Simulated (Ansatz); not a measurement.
The reference is ZnSe in the zinc blende structure (space group F-43m, No. 216; a = 5.6656 Å). Axes: x, y, z lie along the cube axes.

Calculations: Ansatz (an electronic-structure program), r2SCAN, PAW, cutoff 500 eV, no spin-orbit coupling.

Before the change:

| Item | Value |
|---|---|
| Pressure | -0.01 GPa |
| Valence-band top at Γ | 0.00, 0.00, 0.00 eV |
| Valley order | Γ 1.87 eV; L along ⟨111⟩ 3.05 eV; X along ⟨100⟩ 3.34 eV |

Now apply this change: the cell is compressed by 0.50 % along z with no lateral relaxation, atoms relaxed at fixed cell.

Q: Estimate the effect on the pressure, valence-band top at Γ and valley order.

A: The pressure (mean of the normal stresses, compression positive) grows by 0.33 GPa, from -0.01 GPa to 0.32 GPa; the valence-band top at Γ (three highest levels, from the VBM) goes from 0.00, 0.00, 0.00 eV to 0.00, -0.02, -0.02 eV; the valley order (the lowest conduction-band minima on the path, energy above the VBM, named in the base's zone) becomes Γ 1.88 eV; L along [1-11] 3.05 eV; X along [001] 3.30 eV; X along [100] 3.32 eV (base: Γ 1.87 eV; L along ⟨111⟩ 3.05 eV; X along ⟨100⟩ 3.34 eV).

The levels and masses belong to the bands next to the band gap. The cells carry an imposed strain or load. No phonon test of stability was made.
